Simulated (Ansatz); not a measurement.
Results of PBEsol (Ansatz, a quantum-chemistry and plane-wave program, PAW) for Ag2S (within 0.1 Å of Cmcm, No. 63, 6 atoms in the cell; start mp-36216; a measured phase of this formula has another space group).

Run with plane-wave cutoff 500 eV, 10×10×6 k mesh (along the axes of the cell as run), gaussian smearing 0.02 eV, no spin polarisation, scalar-relativistic PAW data made under PBE.

Cell (relaxed at this level):

Space group Cmcm (No. 63); a = 4.6538 Å, b = 6.9302 Å, c = 7.2108 Å, α = β = γ = 90.00°

| atom | site | symmetry | x | y | z |
|---|---|---|---|---|---|
| Ag | 4a | 2/m.. | 0.0000 | 0.0000 | 0.0000 |
| Ag | 4c | m2m | 0.0000 | 0.6071 | 0.2500 |
| S | 4c | m2m | 0.0000 | 0.2270 | 0.2500 |
(The calculation used a cell of 6 atoms; values per cell refer to that cell.)

Predict the band gap.


- band gap: 0.96 eV (on the SCF k mesh)

Spin–orbit coupling is not included.

Static lattice: no zero-point or thermal effects.

A start named mp-… is a Materials Project structure, which need not be a measured phase.
